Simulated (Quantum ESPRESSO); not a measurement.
## Effort and miss along a sweep of K_POINTS: Al5W (P6_322, 12 atoms in the cell)

Cell: a = 4.8637 Å, b = 4.8637 Å, c = 8.8322 Å, α = 90.00°, β = 90.00°, γ = 120.00°.

Level of theory: LDA (PW92), PseudoDojo standard norm-conserving (LDA) pseudopotentials (plane waves; Quantum ESPRESSO 7.5).

Base settings: ecutwfc = 70 Ry; occupations = smearing; smearing = cold; degauss = 0.0036749 Ry; potentials = {Al: Al.upf, W: W.upf}; K_POINTS = automatic 4 4 2 1 1 1; conv_thr = 1e-10 Ry; mixing_beta = 0.7.

Misses are taken against the tightest run, automatic 8 8 4 1 1 1, which need not be fully converged itself. The energy is the free energy per atom.

The count of work is k-points × plane waves × bands × iterations; it is no time, and leaves out set-up, grids and terms that scale otherwise. Core times come from one kind of shared machine and are given to one figure; runs under 30 s give none.

The starting cell comes from a database of computed structures (which also holds hypothetical and non-ambient phases and stackings), without a prior relaxation at this level. Spin polarisation is off. Without a gap this mesh is coarse (it stands for a supercell whose shortest vector is 18 Å).

```tsv
K_POINTS	energy less reference (meV/atom)	pressure less reference (GPa)	largest difference in the force on any atom (eV/Å)	count of work / reference	core time / reference (rough)
automatic 1 1 1 1 1 1	-200.95	-0.75	0.230	0.023	–
automatic 2 2 1 1 1 1	50.84	0.45	0.130	0.050	0.04
automatic 3 3 2 1 1 1	-4.45	0.04	0.038	0.100	0.07
automatic 4 4 2 1 1 1	6.42	0.15	0.050	0.15	0.1
automatic 5 5 2 1 1 1	0.87	-0.01	0.050	0.19	0.09
automatic 6 6 3 1 1 1	-1.40	0.03	0.004	0.51	0.5
automatic 8 8 4 1 1 1	0.00	0.00	0.000	1.0	1
```

Coarsest setting among those run that, with all tighter ones, holds the energy within 20 meV/atom of the reference: automatic 3 3 2 1 1 1, off by 4.5 meV/atom; it needs 0.100 of the reference's count of work and about 0.07 of the reference's time.

Coarsest setting among those run that, with all tighter ones, holds the energy within 5 meV/atom of the reference: automatic 5 5 2 1 1 1, off by 0.87 meV/atom; it needs 0.19 of the reference's count of work and about 0.09 of the reference's time. The coarser automatic 3 3 2 1 1 1 also lies inside, but a setting between leaves the range again, so that is luck.

Smallest miss in the energy for at most 0.3 times the reference's count of work: automatic 5 5 2 1 1 1, with a miss of 0.87 meV/atom at a count of 0.19.

The step from automatic 2 2 1 1 1 1 to automatic 4 4 2 1 1 1: it takes the miss in the energy from 51 to 6.4 meV/atom, for 3.0 times the count of work and roughly 3 times the time.
